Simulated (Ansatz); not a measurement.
Bi2Pt: uniaxial strain ε_zz = +2.29 %

Start from Bi2Pt (space group Pa-3, No. 205; a = 6.721 Å). Axes: x, y, z lie along the cube axes.

The change: the cell is stretched by 2.29 % along z with no lateral relaxation; the atoms relax in the strained cell.

All numbers come from Kohn–Sham DFT with the PBEsol functional, run in Ansatz (a quantum-chemistry and plane-wave program) with PAW and 420 eV plane waves, scalar-relativistic without spin-orbit coupling. Settings: 6×6×6 k-points, 0.05 eV Fermi–Dirac smearing.

* **Volume per atom**: 25.88 Å³ (base 25.31 Å³)
* **Space group**: Pbca (No. 61) (base Pa-3 (No. 205))
* **Shortest interatomic distance**: 2.793 Å (base 2.777 Å)
* **Energy relative to the base (free energy F)**: +6.2 meV/atom
* **Band gap**: zero (base zero)
* **Largest internal atomic displacement**: 0.024 Å
* **Stress (xx, yy, zz, yz, xz, xy; compression positive)**: (-1.4, -1.3, -3.3, 0.0, 0.0, 0.0) GPa (rough)

Without a gap, meshes like the base's 6×6×6 leave anisotropic stresses uncertain by several tenths of a GPa, and small strain energies with them. With Bi and Pt present, leaving out spin-orbit coupling can change the band edges. No phonon test of stability was made. All final runs are without spin polarisation.
